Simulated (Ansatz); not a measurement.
Worked example: relaxation of cell and atoms of TiZn (Pm-3m, 2 atoms in the cell) in Ansatz (a program for electronic structure).

Method: PBEsol, default PAW files made with PBE (plane waves; Ansatz).

The change in words: atoms on their sites; basis.ecutwfc: 420 eV → 210 eV; relax: default → cell and atoms. Reference geometry:
```
TiZn
1.0
    3.13312     0.00000     0.00000
    0.00000     3.13312     0.00000
    0.00000     0.00000     3.13312
Ti Zn
1 1
Cartesian
  1.56656   1.56656   1.61656
  0.00000   0.00000   0.00000
```

Reference input (self-consistent single point, DFT, PBEsol, plane waves, default PAW files made with PBE): basis.ecutwfc = 420 eV; kpoints.mp_grid.grid = 11 11 11; hamiltonian.xc = pbesol; hamiltonian.pseudopotentials = {kind: paw} (the program's default PAW files); scf.occupations.method = gaussian; scf.occupations.width = 0.1 eV. This run's input differs from it in these lines:

Ansatz 0.2 input:
```diff
@@ -6,6 +6,6 @@
   atoms:
-    - { symbol: Ti, position: [0.50000000, 0.50000000, 0.51595900] }
+    - { symbol: Ti, position: [0.50000000, 0.50000000, 0.50000000] }
     - { symbol: Zn, position: [0.00000000, 0.00000000, 0.00000000] }
 basis:
-  ecutwfc: 420.0
+  ecutwfc: 210.0
 kpoints:
@@ -17,2 +17,4 @@
   occupations: { method: gaussian, width: 0.1 }
+relax:
+  cell: {}
 output:
```

Output (repeated stretches shortened):

```
   [... SCF lines of the steps left out ...]
relax step   1: F+E_penalty+E_count = -5746.26478978 eV  Δ(F+E_penalty+E_count) = +0.000e0 eV  max|allowed force component| = 7.258e-29 eV/Å  Δτ_max = 0.0000 Å  P = -2.531 GPa  Ω = 30.756 Å³  (7 SCF iters, dr2 threshold 1.00e-7 eV, accepted)
relax step   2: F+E_penalty+E_count = -5747.32263480 eV  Δ(F+E_penalty+E_count) = -1.058e0 eV  max|allowed force component| = 2.071e-30 eV/Å  Δτ_max = 0.0000 Å  P = +19.910 GPa  Ω = 29.917 Å³  energy of the carried Pulay correction = +1.103e0 eV  (6 [...]
   [... lines left out ...]
relax step 119: F+E_penalty+E_count = -5746.19331195 eV  Δ(F+E_penalty+E_count) = +1.060e-2 eV  max|allowed force component| = 2.597e-30 eV/Å  Δτ_max = 0.0000 Å  P = -0.001 GPa  Ω = 30.070 Å³  energy of the carried Pulay correction = -1.061e-2 eV  [...]
relax step 120: F+E_penalty+E_count = -5746.18882365 eV  Δ(F+E_penalty+E_count) = +4.488e-3 eV  max|allowed force component| = 2.054e-30 eV/Å  Δτ_max = 0.0000 Å  P = +0.128 GPa  Ω = 30.070 Å³  stress off target by 1.28e-1 GPa  SCF on the basis [...]
basis re-selected at this cell: Δ(F+E_penalty+E_count) = +4.488e-3 eV, ΔP = +0.129 GPa vs the last step
   [... lines left out ...]
Free energy (F): -5746.188824 eV
Fermi energy:    12.974941 eV
Error: variable-cell relaxation did not converge after 120 `relax_step` rows, as none of its last 56 fresh-basis SCF(s) at a relaxed cell met both thresholds with a finite energy. The last misses `relax.cell.stress_tol`: largest allowed force component 2.05e-30 eV/Å (`relax.f_tol` 1.00e-2 eV/Å), stress off the target on the free part of the cell 1.28e-1 GPa (`relax.cell.stress_tol` 5.00e-2 GPa), F+E_penalty+E_count -5746.18882365 eV. The closest is row 79, whose structure comes with this error. Larger ratio of force or stress to its threshold at each such SCF whose figures are numbers: 48.332, 32.595, 31.843, 21.653, 18.379, 12.138, 12.808, 4.472, 2.638, 3.115, 3.693, 12.583, [...]
   [... lines left out ...]
to start a new deck from the relaxed geometry:
  cell:  # Å, volume = 30.0675 Å³
    - [3.109562229887233, -1.381174515700166e-33, 3.0493890786131237e-34]
    - [-1.381174515700166e-33, 3.109562229887233, 4.012354050806741e-36]
    - [2.086424106419504e-34, 4.012354050806741e-36, 3.109562229887233]
  atoms:
    - { symbol: Ti, position: [0.5, 0.5, 0.5] }
    - { symbol: Zn, position: [-9.12031870730102e-47, 2.052822408826809e-47, -9.97293156061251e-48] }
```

The relaxation ended unconverged.  The full log also holds: “iter 4 did not close the SCF: its close was put off for the readings that it lacked (scf_convergence_deferred on its scf_iter line)”. The full log also holds: “iter 4 did not close the SCF: its close was put off for the readings that it lacked (scf_convergence_deferred on its scf_iter line)”.

The starting cell comes from a database of computed structures (which also holds hypothetical and non-ambient phases and stackings), without a prior relaxation at this level. Its lattice was rescaled by up to half a per cent. The cutoff lies below the one recommended for these files.

Cost on one core of a shared machine: roughly 2 min.
